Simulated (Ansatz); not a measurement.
## InPd under a change: isotropic strain −3.00 %

Consider InPd in the CsCl type structure (space group Pm-3m, No. 221; a = 3.248 Å; relaxed with 0.1 eV smearing).

Now apply this change: an isotropic linear strain of −3.00 %, atoms relaxed at fixed cell.

All numbers come from PBEsol (Ansatz, an electronic-structure program; PAW; 420 eV plane waves; no spin-orbit coupling). Settings: 18×18×18 k-points, 0.1 eV Fermi–Dirac smearing.

| quantity | base | changed | shift |
|---|---|---|---|
| volume per atom | 17.13 Å³ | 15.64 Å³ | -1.496 Å³ |
| energy relative to the base (free energy F) | 0 meV/atom | +68 meV/atom | +68 meV/atom |
| pressure | 0.0 GPa | 16.0 GPa | +16.0 GPa |
| band gap | zero | zero | – |

Final structure:

```
CELL_PARAMETERS angstrom
      3.15055     0.00000     0.00000
      0.00000     3.15055     0.00000
      0.00000     0.00000     3.15055
ATOMIC_POSITIONS crystal
  In 0.50000 0.50000 0.50000
  Pd 0.00000 0.00000 0.00000
```

Whether these cells are dynamically stable was not tested. All final runs are without spin polarisation.
